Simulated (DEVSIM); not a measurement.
Device: Si p+/n-/n+ power diode, at 250 K.

```csv
layer (left to right),material,thickness (μm),Nd (cm⁻³),Na (cm⁻³),τn (s),τp (s)
1,Si,3.00,-,1.1e18,9.1e-5,9.1e-5
2,Si,3.40,2.1e15,-,9.1e-5,9.1e-5
3,Si,1.50,3.1e18,-,9.1e-5,9.1e-5
```

Left contact: ohmic. Right contact: ohmic. Voltage is applied to the left contact. Recombination: SRH at mid-gap, radiative. Mobility is μmin + (μ − μmin)/(1 + (N/Nref)^α).

Constants are typed, rounded textbook-type inputs, not results; the design itself was drawn at random and stands for no fabricated device. Values at 300 K; Nc and Nv go as T^1.5, mobilities as T to minus their exponent, the gap by Varshni's rule with the affinity fixed.

```csv
parameter,Si
gap (eV),1.124
affinity (eV),4.05
permittivity,11.7
Nc (cm⁻³),2.86e19
Nv (cm⁻³),3.1e19
μn (cm²/Vs),1417
μp (cm²/Vs),470
"μn,min",52
"μp,min",45
"Nref,n",9.7e16
"Nref,p",2.2e17
αn,0.68
αp,0.72
T exponent of μn,2.3
T exponent of μp,2.2
B (cm³/s),4.7e-15
Varshni α (eV/K),0.000473
Varshni β (K),636
```

Model (solved in DEVSIM): 1D drift-diffusion, Boltzmann statistics, complete ionisation; no tunnelling, impact ionisation, image-force lowering or self-heating.

The doping Nd of layer 3 was swept, all else fixed.

```json
[
 {"doping Nd of layer 3 (cm^-3)": "9.3e16", "dark forward voltage at 1 A/cm² (V)": "[?]", "potential step across the device at zero bias (V)": "0.953", "dark forward voltage at 100 A/cm² (V)": "[?]"},
 {"doping Nd of layer 3 (cm^-3)": "3.1e17", "dark forward voltage at 1 A/cm² (V)": "0.781", "potential step across the device at zero bias (V)": "0.978", "dark forward voltage at 100 A/cm² (V)": "0.885"},
 {"doping Nd of layer 3 (cm^-3)": "9.3e17", "dark forward voltage at 1 A/cm² (V)": "0.805", "potential step across the device at zero bias (V)": "1.002", "dark forward voltage at 100 A/cm² (V)": "0.906"},
 {"doping Nd of layer 3 (cm^-3)": "3.1e18", "dark forward voltage at 1 A/cm² (V)": "0.818", "potential step across the device at zero bias (V)": "1.028", "dark forward voltage at 100 A/cm² (V)": "0.918"},
 {"doping Nd of layer 3 (cm^-3)": "9.3e18", "dark forward voltage at 1 A/cm² (V)": "0.821", "potential step across the device at zero bias (V)": "1.052", "dark forward voltage at 100 A/cm² (V)": "0.922"}
]
```

Question: Some entries are withheld; supply them.

Answer: 
- 9.3e16, dark forward voltage at 1 A/cm² (V): 0.751
- 9.3e16, dark forward voltage at 100 A/cm² (V): 0.860
